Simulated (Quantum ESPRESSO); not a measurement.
Checking a run of Quantum ESPRESSO on TaCoB₂ (Pnma, 16 atoms in the cell). The aim is a self-consistent single point with DFT, LDA (PZ), plane waves, GBRV 1.5 ultrasoft (LDA) pseudopotentials.

Cell that was meant: a = 5.9320 Å, b = 3.1530 Å, c = 8.1598 Å, α = 90.00°, β = 90.00°, γ = 90.00°.

Part of the input:

```fortran
B     3.770427862    4.468765286   10.352034829
B     7.439406722    1.489588429    5.067693821
K_POINTS {automatic}
1 1 1  0 0 0
```

The program printed (abridged):

```
     G-vector sticks info
     --------------------
     sticks:   dense  smooth     PW     G-vecs:    dense   smooth      PW
   [... lines left out ...]

     number of k points=     1  Gaussian smearing, width (Ry)=  0.0073
                       cart. coord. in units 2pi/alat
        k(    1) = (   0.0000000   0.0000000   0.0000000), wk =   2.0000000

     Dense  grid:   139085 G-vectors     FFT dimensions: (  72,  40, 100)

     Smooth grid:    49265 G-vectors     FFT dimensions: (  54,  30,  72)

     Initial potential from superposition of free atoms

     starting charge     139.9944, renormalised to     144.0000

     negative rho (up, down):  3.878E-01 0.000E+00
     Self-consistent Calculation

     iteration #  1     ecut=    50.00 Ry     beta= 0.70

---- Real-time Memory Report at c_bands before calling an iterative solver
           853 MiB given to the printing process from OS
           131 MiB allocation reported by mallinfo(arena+hblkhd)
------------------

     negative rho (up, down):  3.878E-01 0.000E+00

     total energy              =   -1791.13441009 Ry
     estimated scf accuracy    <      28.80534782 Ry

     iteration #  2     ecut=    50.00 Ry     beta= 0.70

   [... lines left out ...]
           149 MiB allocation reported by mallinfo(arena+hblkhd)
------------------

     negative rho (up, down):  3.977E-01 0.000E+00

     total energy              =   -1812.13171476 Ry
     estimated scf accuracy    <          3.5E-09 Ry

     iteration # 19     ecut=    50.00 Ry     beta= 0.70

---- Real-time Memory Report at c_bands before calling an iterative solver
           915 MiB given to the printing process from OS
           149 MiB allocation reported by mallinfo(arena+hblkhd)
------------------

     negative rho (up, down):  3.977E-01 0.000E+00
     End of self-consistent calculation

     the Fermi energy is    18.4781 ev

!    total energy              =   -1812.13171476 Ry
     estimated scf accuracy    <          1.1E-10 Ry
     smearing contrib. (-TS)   =      -0.01171014 Ry
     internal energy E=F+TS    =   -1812.12000462 Ry

     convergence has been achieved in  19 iterations

     negative rho (up, down):  3.977E-01 0.000E+00

     Forces acting on atoms (cartesian axes, Ry/au):

     atom    1 type  1   force =     0.05340129    0.00000000    0.02871721
     atom    2 type  1   force =    -0.05340129    0.00000000   -0.02871721
     atom    3 type  1   force =    -0.05340129    0.00000000    0.02871721
     atom    4 type  1   force =     0.05340129    0.00000000   -0.02871721
   [... lines left out ...]
     Total force =     0.175464     Total SCF correction =     0.000037
   [... lines left out ...]

     negative rho (up, down):  3.977E-01 0.000E+00
          total   stress  (Ry/bohr**3)                   (kbar)     P=      -52.46
  -0.00008610   0.00000000   0.00000000          -12.67        0.00        0.00
   0.00000000   0.00005854   0.00000000            0.00        8.61        0.00
   0.00000000   0.00000000  -0.00104235            0.00        0.00     -153.34

   JOB DONE.
```

Task: Can these results be used? Check the input.

Result: The run is not sound. The fault is a single k-point for a small metallic cell. One k-point cannot sample the Fermi surface of a small cell. To fix it, use a converged k-point mesh. The run converged in 19 iterations without an error; against the sound input the free energy rises by 690 meV/atom, the pressure goes from -13.79 to -5.25 GPa and the largest force goes from 0.119 to 1.559 eV/Å.

An input that runs soundly differs in these lines (not the only fix; some lines may just follow from the change or write a value another way):
```diff
-1 1 1  0 0 0
+5 8 3  0 0 0
```

With that input, the run converged in 16 iterations: free energy E − TS -24666.3514 eV; Fermi level (on the code's own zero) 18.21 eV; pressure -13.79 GPa; largest force (vector length) 0.119 eV/Å (DFT, LDA (PZ), plane waves, GBRV 1.5 ultrasoft (LDA) pseudopotentials).

On the sound input: the starting cell comes from a database of computed structures (which also holds hypothetical and non-ambient phases and stackings), without a prior relaxation at this level. Its lattice was rescaled by a random factor within 2.5 % of one. Spin polarisation is off. With a pressure of about -14 GPa the cell is away from its equilibrium volume at this level.
